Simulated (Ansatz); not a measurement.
Base system: TiO2 in the rutile structure (space group P4_2/mnm, No. 136).

```xyz
6
Lattice="4.5912 0.0000 0.0000 0.0000 4.5912 0.0000 0.0000 0.0000 2.9390" Properties=species:S:1:pos:R:3 pbc="T T T"
Ti     0.0000     0.0000     0.0000
Ti     2.2956     2.2956     1.4695
O      1.3977     1.3977     0.0000
O      3.6933     0.8979     1.4695
O      0.8979     3.6933     1.4695
O      3.1935     3.1935     0.0000
```

Cartesian axes are those of the cell as printed.

Computed with PBEsol in Ansatz (plane waves to 420 eV, PAW, no spin-orbit coupling).

For the base:

| Property | Value |
|---|---|
| Volume per atom | 10.33 Å³ |

Modification: compressive biaxial strain of 0.60 % in the plane normal to [001], as in epitaxy on a mismatched substrate; the out-of-plane cell vector and the atoms relax.

Problem. What happens to the volume per atom?

Solution. The volume per atom drops by 0.083 Å³, from 10.33 Å³ to 10.24 Å³.

Stability against distortions was not tested. The final runs are not spin-polarised.

Ansatz is a quantum-chemistry and plane-wave program.
